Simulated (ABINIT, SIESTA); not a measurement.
A SIESTA input for a self-consistent single point of Ag (Fm-3m, 1 atom in the cell) (DFT, GGA PBEsol, numerical atomic orbitals TZP, PseudoDojo PBEsol standard norm-conserving potentials (rewritten from UPF to PSML)):

```
# files in the folder: Ag.psml (PseudoDojo PBEsol standard)
SystemName  Ag
SystemLabel Ag

NumberOfAtoms                1
NumberOfSpecies              1
%block ChemicalSpeciesLabel
  1 47 Ag
%endblock ChemicalSpeciesLabel
LatticeConstant              1.0 Bohr
%block LatticeVectors
     0.000000000    3.894345708    3.894345708
     3.894345708    0.000000000    3.894345708
     3.894345708    3.894345708    0.000000000
%endblock LatticeVectors
AtomicCoordinatesFormat      ScaledCartesian
%block AtomicCoordinatesAndAtomicSpecies
     0.000000000    0.000000000    0.000000000  1
%endblock AtomicCoordinatesAndAtomicSpecies

XC.functional                GGA
XC.authors                   PBEsol
PAO.BasisSize                TZP
PAO.EnergyShift              0.01 Ry
MeshCutoff                   350 Ry
%block kgrid.MonkhorstPack
    9   0   0  0.0
    0   9   0  0.0
    0   0   9  0.0
%endblock kgrid.MonkhorstPack
OccupationFunction           MP
OccupationMPOrder            0
ElectronicTemperature        3156.43 K

MaxSCFIterations             150
SCF.Mixer.Method             Pulay
SCF.Mixer.Weight             0.2
SCF.Mixer.History            8
SCF.DM.Tolerance             1.0E-05
Diag.ParallelOverK           true
WriteForces                  true
Charge.Mulliken              end
```

**Question.** Translate this input to ABINIT.

**Answer.** This is the input that was run; spellings and numerical settings could be chosen otherwise.

```
# Ag, PseudoDojo nc-sr-04 PBEsol standard
pp_dirpath "./"
pseudos "Ag.upf"
acell 2.9144098951 2.9144098951 2.9144098951 Angstrom
rprim
         0.0000000000    0.7071067812    0.7071067812
         0.7071067812   -0.0000000000    0.7071067812
         0.7071067812    0.7071067812   -0.0000000000
natom 1
ntypat 1
znucl 47
typat 1
xred    0.0000000000    0.0000000000    0.0000000000
ecut 82 Ry
occopt 7
tsmear 0.272 eV
nband 15
kptopt 1
ngkpt 9 9 9
nshiftk 1
shiftk 0 0 0
nstep 50
tolvrs 1.0e-12
prtwf 0
prtden 0
prtvol 1
```

Basis, cutoffs, solver keys and any potentials are the target program's own. This input uses DFT, PBEsol, plane waves, norm-conserving pseudopotentials (PseudoDojo nc-sr-04 PBEsol standard). Both were run: pressure -7.04 GPa in SIESTA and -5.52 in ABINIT.

On SIESTA: the starting cell comes from a database of computed structures (which also holds hypothetical and non-ambient phases and stackings), without a prior relaxation at this level. Its lattice was rescaled by a random factor within 2.5 % of one. Values carry the incompleteness of an atom-centred basis. With a pressure of about -7 GPa the cell is away from its equilibrium volume at this level.

On ABINIT: the starting cell comes from a database of computed structures (which also holds hypothetical and non-ambient phases and stackings), without a prior relaxation at this level. Its lattice was rescaled by a random factor within 2.5 % of one. With a pressure of about -6 GPa the cell is away from its equilibrium volume at this level.
